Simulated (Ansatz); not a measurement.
Cell and atoms of amorphous In24O39Ga2:

```xyz
65
Lattice="9.7026 0.0000 0.0000 0.0000 9.7026 0.0000 0.0000 0.0000 9.7026" Properties=species:S:1:pos:R:3 pbc="T T T"
In     1.6636     4.5210     9.4839
In     8.2432     8.3456     7.1546
In     0.9241     5.5923     2.8869
In     8.7418     2.6642     8.4519
In     2.6976     1.0904     8.5636
In     3.7467     3.7760     2.4057
In     6.0693     3.3745     4.6686
In     2.2924     8.0658     6.8203
In     9.3619     5.3075     6.3382
In     7.1294     6.4594     2.9013
In     4.5969     0.3884     1.8691
In     0.7898     1.6890     1.5879
In     4.6861     4.1171     8.2880
In     2.9801     4.6548     5.5510
In     9.4345     2.4342     4.7814
In     6.0805     0.9666     7.6815
In     7.5731     5.6786     9.0039
In     3.8153     7.3845     3.6983
In     2.0294     8.2011     1.0444
In     9.5608     8.7637     3.5568
In     6.4355     9.2789     4.6048
In     7.0109     3.3871     1.6339
In     7.8776     9.5519     0.6530
In     5.1320     7.9635     9.2239
O      2.6571     4.6075     7.5802
O      5.2105     4.6411     6.1131
O      8.1070     0.6127     8.1322
O      6.7279     3.6100     9.0305
O      7.8083     2.9643     3.6125
O      0.4050     7.3286     6.8648
O      1.2728     6.2864     0.8775
O      5.7504     4.7475     2.9789
O      5.7493     1.4111     5.5730
O      5.8817     7.1844     4.4896
O      1.0813     2.2884     9.0645
O      9.0241     6.6153     3.8387
O      4.2701     7.9340     1.5670
O      2.5178     0.4497     6.4156
O      7.2821     8.7493     2.6222
O      3.0237     5.4296     3.5310
O      8.4282     1.9597     0.8789
O      7.5154     7.7877     9.2191
O      8.4214     3.1943     6.3991
O      7.5562     6.2883     6.7668
O      2.6889     0.7112     1.0319
O      5.3780     6.1601     8.3215
O      1.4482     3.6711     1.9462
O      5.9217     8.6018     6.9099
O      4.3467     2.0646     7.8217
O      9.4397     4.7450     8.4568
O      8.4212     9.3982     5.2757
O      7.9269     5.3237     1.3446
O      3.6070     2.8542     4.5124
O      3.0011     8.5614     8.7412
O      0.1552     9.2504     1.3424
O      3.6896     4.1974     0.4014
O      5.7490     0.2160     0.0487
O      4.3038     9.5451     3.9706
O      0.7245     1.0798     3.6538
O      1.7836     7.8671     3.2293
O      0.8658     4.3776     4.9188
O      5.2946     2.2518     2.3029
O      3.6361     6.8775     5.8507
Ga     5.6288     6.5544     6.3573
Ga     3.7903     1.1765     5.2577
```

Method: PBE, scalar-relativistic without spin-orbit coupling (plane waves to 420 eV, PAW; Ansatz, a quantum-chemistry and plane-wave program).

It comes from a melt-quench run on a machine-learned potential (CHGNet), relaxed afterwards by DFT. O atoms were pushed apart under 1.9 Å during the dynamics, to hinder bonds among them. The hot cell started wider than the set density and was brought back towards it in steps. It is the lowest in DFT energy of 2 quenches. It is a model cell: composition and starting density were chosen by hand, and all elements were melted together. No dispersion term was used. Its density started from a set value of 6.42 and ended at 6.40 g/cm³. Cooling (nominally 220 K/ps over its main leg) ran many orders faster than in experiment, which tends to leave more defects and strain. A cell of this size samples the disorder only roughly. The volume was free in the relaxation, at fixed shape. Stress components on the final sampling reach 1.6 GPa. Cycles of charging lowered its energy after that relaxation.

Neighbours within In-In 3.12 Å, In-O 2.62 Å, In-Ga 2.90 Å, O-O 1.58 Å, O-Ga 2.26 Å, Ga-Ga 2.68 Å count as bonded. Two cations that share two anions don't count as bonded, nor two that share one unless they lie closer than In-In 3.04 Å, In-Ga 2.82 Å, Ga-Ga 2.61 Å.

Task: Give the coordination numbers, mean bond lengths and angles.

Result: 
```yaml
Mean coordination of In by anions: 5.58 (2 with 4, 6 with 5, 16 with 6)
Mean coordination of O: 3.69 (13 with 3, 25 with 4, 1 with 5)
Mean coordination of Ga by anions: 5.00 (1 with 4, 1 with 6)
Mean In-O bond: 2.201 Å (spread 0.101 Å, 134 counted)
Mean O-Ga bond: 1.982 Å (spread 0.085 Å, 10 counted)
Bond angle at In: mean 104.6°, spread 29.7°
Bond angle at O: mean 109.2°, spread 17.8°
Bond angle at Ga: mean 107.3°, spread 29.9°
```

Task: List the pairs of like atoms that count as bonded by the rules above.

Result: There are none by these rules.

Task: What Bader charges do the atoms carry, from a run on the zone centre alone?

Result: Means (range): In +1.83 e (+1.77 to +1.88), O -1.22 e (-1.28 to -1.16), Ga +1.86 e (+1.82 to +1.90).
```json
[
 {"atom": "In1", "charge (e)": "+1.87"},
 {"atom": "In2", "charge (e)": "+1.83"},
 {"atom": "In3", "charge (e)": "+1.84"},
 {"atom": "In4", "charge (e)": "+1.84"},
 {"atom": "In5", "charge (e)": "+1.81"},
 {"atom": "In6", "charge (e)": "+1.86"},
 {"atom": "In7", "charge (e)": "+1.81"},
 {"atom": "In8", "charge (e)": "+1.77"},
 {"atom": "In9", "charge (e)": "+1.82"},
 {"atom": "In10", "charge (e)": "+1.79"},
 {"atom": "In11", "charge (e)": "+1.80"},
 {"atom": "In12", "charge (e)": "+1.85"},
 {"atom": "In13", "charge (e)": "+1.88"},
 {"atom": "In14", "charge (e)": "+1.84"},
 {"atom": "In15", "charge (e)": "+1.77"},
 {"atom": "In16", "charge (e)": "+1.80"},
 {"atom": "In17", "charge (e)": "+1.83"},
 {"atom": "In18", "charge (e)": "+1.87"},
 {"atom": "In19", "charge (e)": "+1.83"},
 {"atom": "In20", "charge (e)": "+1.83"},
 {"atom": "In21", "charge (e)": "+1.81"},
 {"atom": "In22", "charge (e)": "+1.85"},
 {"atom": "In23", "charge (e)": "+1.85"},
 {"atom": "In24", "charge (e)": "+1.81"},
 {"atom": "O25", "charge (e)": "-1.24"},
 {"atom": "O26", "charge (e)": "-1.23"},
 {"atom": "O27", "charge (e)": "-1.21"},
 {"atom": "O28", "charge (e)": "-1.24"},
 {"atom": "O29", "charge (e)": "-1.23"},
 {"atom": "O30", "charge (e)": "-1.21"},
 {"atom": "O31", "charge (e)": "-1.20"},
 {"atom": "O32", "charge (e)": "-1.22"},
 {"atom": "O33", "charge (e)": "-1.22"},
 {"atom": "O34", "charge (e)": "-1.22"},
 {"atom": "O35", "charge (e)": "-1.23"},
 {"atom": "O36", "charge (e)": "-1.19"},
 {"atom": "O37", "charge (e)": "-1.23"},
 {"atom": "O38", "charge (e)": "-1.21"},
 {"atom": "O39", "charge (e)": "-1.24"},
 {"atom": "O40", "charge (e)": "-1.21"},
 {"atom": "O41", "charge (e)": "-1.22"},
 {"atom": "O42", "charge (e)": "-1.24"},
 {"atom": "O43", "charge (e)": "-1.19"},
 {"atom": "O44", "charge (e)": "-1.23"},
 {"atom": "O45", "charge (e)": "-1.23"},
 {"atom": "O46", "charge (e)": "-1.22"},
 {"atom": "O47", "charge (e)": "-1.23"},
 {"atom": "O48", "charge (e)": "-1.28"},
 {"atom": "O49", "charge (e)": "-1.20"},
 {"atom": "O50", "charge (e)": "-1.21"},
 {"atom": "O51", "charge (e)": "-1.20"},
 {"atom": "O52", "charge (e)": "-1.19"},
 {"atom": "O53", "charge (e)": "-1.24"},
 {"atom": "O54", "charge (e)": "-1.23"},
 {"atom": "O55", "charge (e)": "-1.23"},
 {"atom": "O56", "charge (e)": "-1.23"},
 {"atom": "O57", "charge (e)": "-1.22"},
 {"atom": "O58", "charge (e)": "-1.24"},
 {"atom": "O59", "charge (e)": "-1.16"},
 {"atom": "O60", "charge (e)": "-1.24"},
 {"atom": "O61", "charge (e)": "-1.20"},
 {"atom": "O62", "charge (e)": "-1.21"},
 {"atom": "O63", "charge (e)": "-1.23"},
 {"atom": "Ga64", "charge (e)": "+1.90"},
 {"atom": "Ga65", "charge (e)": "+1.82"}
]
```
